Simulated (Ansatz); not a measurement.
The reference is BeSe in the zinc blende structure (space group F-43m, No. 216; a = 5.082 Å). Axes: x, y, z lie along the cube axes.

All numbers come from Ansatz (a program for electronic structure), LDA, PAW, cutoff 420 eV, no spin-orbit coupling.

Before the change:

| Item | Result |
|---|---|
| Band gap | 2.40 eV |
| Volume per atom | 16.40 Å³ |
| Valence-band top at Γ | 0.00, 0.00, 0.00 eV |

Perturbation: tensile biaxial strain of 0.50 % in the plane normal to [001], as in epitaxy on a mismatched substrate; the out-of-plane cell vector and the atoms relax.

Q: What does the calculation give for the band gap after the change?

A: The band gap shrinks by 0.06 eV, from 2.40 eV to 2.34 eV.

Q: How does this affect the volume per atom?

A: The volume per atom increases by 0.10 Å³ to 16.50 Å³.

Q: Predict the new valence-band top at Γ.

A: The valence-band top at Γ (three highest levels, from the VBM) goes from 0.00, 0.00, 0.00 eV to 0.00, -0.05, -0.05 eV.

Q: What does the calculation give for the hole mass after the change?

A: The hole mass comes out as 0.24 mₑ out of plane, 0.44 mₑ in plane (at Γ).

Effective masses come from finite differences of ±0.01 Å⁻¹. Stability against distortions was not tested.
